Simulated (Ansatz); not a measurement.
The parent structure is MnTlI3 in the cubic perovskite structure (space group Pm-3m, No. 221; ferromagnetic; a hypothetical phase, not in the database extracts checked).

```xyz
5
Lattice="5.7391 0.0000 0.0000 0.0000 5.7391 0.0000 0.0000 0.0000 5.7391" Properties=species:S:1:pos:R:3 pbc="T T T"
Tl     0.0000     0.0000     0.0000
Mn     2.8696     2.8696     2.8696
I      0.0000     2.8696     2.8696
I      2.8696     2.8696     0.0000
I      2.8696     0.0000     2.8696
```

Cartesian axes are those of the cell as printed.

Calculations: Ansatz (a program for electronic structure) r2SCAN, scalar-relativistic without spin-orbit coupling.

Perturbation: biaxial strain +2.30 %, plane normal [001], relaxed out of plane (Cartesian); in-plane vectors clamped, the third vector and the atoms free.

Q: What does the calculation give for the out-of-plane strain after the change?

A: The out-of-plane strain comes out as -1.64 %.

Q: What does the calculation give for the energy relative to the base after the change?

A: The energy grows by 5.2 meV/atom.

Q: Estimate the effect on the in-plane stress.

A: The mean in-plane stress (compression positive) amounts to -0.9 GPa.

Other magnetic orders, which the real material may have, were not ruled out. Whether these cells are dynamically stable was not tested. Many cubic perovskites are stable only at high temperature; tilts and polar distortions were not tested.
